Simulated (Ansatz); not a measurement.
# A constructed model of the (0001) surface of hcp Ru, p(2x2) surface alloy, Bi on one Ru site of the top plane (bottom of the slab: a bare face, its two planes held)

Method: PBE (plane waves to 420 eV, PAW; Ansatz, a first-principles code).

Slab: 24 atoms, 10.7 Å thick at the start; k 8x8x1, smearing 0.1 eV, dipole-corrected; 8 atoms held, the rest relaxed; held to the start's symmetry, so lower structures may exist; no spin, no spin-orbit, no U. It is one candidate, not shown to be the stable structure of the face.

```yaml
work_function_of_the_top_face: 4.05 eV
energy_released_by_relaxation: 1.37 eV
cost: around 16 core-minutes (rough)
```
